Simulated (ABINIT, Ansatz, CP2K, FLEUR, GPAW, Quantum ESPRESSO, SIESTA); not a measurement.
## Code comparison for WSe2 (P6_3/mmc, 6 atoms in the cell)

Self-consistent single point, at a second geometry (lattice scaled by 0.98). First geometry:

```
WSe2
1.0
    3.32259     0.00000     0.00000
   -1.66129     2.87744     0.00000
    0.00000     0.00000    13.74818
W Se
2 4
Direct
  0.66667   0.33333   0.75000
  0.33333   0.66667   0.25000
  0.33333   0.66667   0.87100
  0.66667   0.33333   0.12900
  0.66667   0.33333   0.37100
  0.33333   0.66667   0.62900
```

Shared settings, as Ansatz (a first-principles code) writes them: kpoints.mp_grid.grid = 6 6 2; scf.occupations.method = fixed. Potentials and cutoffs stand in the table.

| code | model | ΔF from the first geometry (meV/atom) | pressure (GPa) | largest force (eV/Å) | gap on the mesh (eV) | cutoff |
|---|---|---|---|---|---|---|
| CP2K | PBE, GPW, DZVP-MOLOPT-SR-GTH basis, GTH-PBE potentials (GTH_POTENTIALS) | 49.0 | 10.82 | 1.397 | 1.228 | grid 500 Ry |
| SIESTA | GGA PBE, numerical atomic orbitals DZP, PseudoDojo PBE standard norm-conserving potentials (rewritten from UPF to PSML) | 92.3 | 17.51 | 2.612 | 1.298 | grid 350 Ry |
| GPAW | PBE, GPAW PAW datasets PBE (gpaw-data 1.0.1) | 44.5 | 10.19 | 1.342 | 1.215 | 550 eV |
| ABINIT | PBE, norm-conserving pseudopotentials (PseudoDojo nc-sr-05 PBE standard) | 45.5 | 10.33 | 1.348 | 1.214 | 43 Ha |
| Quantum ESPRESSO | PBE, GBRV 1.5 ultrasoft (PBE) pseudopotentials | 45.9 | 9.42 | 1.368 | 1.219 | 40 Ry |
| Ansatz | PBE, PAW files | 44.2 | 10.13 | 1.325 | 1.221 | 420 eV |
| FLEUR | PBE, all-electron FLAPW (FLEUR), scalar-relativistic valence | 59.4 | – | 1.546 | 1.242 | Kmax 3.6 1/bohr |

For Quantum ESPRESSO (by 0.9 GPa) the energy change implies a higher mean pressure, against the two pressures, than for the other programs: a sign of finite-basis (Pulay) stress.

A dash marks a value that a program does not give, or that is left out as unsure.

Gaps are read on the mesh.

On Ansatz's run: spin-orbit coupling is off.

The spread over the programs that give each value: ΔF from the first geometry within 48.1 meV/atom; pressure within 8.09 GPa; largest force within 1.287 eV/Å; gap on the mesh within 0.084 eV.

CP2K and SIESTA use small atom-centred bases, whose incompleteness enters pressures, forces and empty levels differently from a plane-wave cutoff. FLEUR treats all electrons, but the usual bases taken here (sphere radii, linearisation, local orbitals, empty states) were not tested for convergence, so the values are no reference for the others. Ansatz's pressure is given at a fixed set of plane waves, as the other plane-wave codes print theirs; with its correction for the finite basis it is 10.17 GPa. In the pressure, SIESTA (by 7.35) lies more than 1 GPa from the median of the plane-wave programs. In the force vectors, SIESTA (by 1.267) and FLEUR (by 0.201) lie more than 0.08 eV/Å from the median of the plane-wave programs.

The starting cell comes from a database of computed structures (which also holds hypothetical and non-ambient phases and stackings), without a prior relaxation at this level. Its lattice was rescaled by a random factor within 2.5 % of one. For this run, on top of that: lattice scaled by 0.98.

Keys are those of Ansatz 0.2.
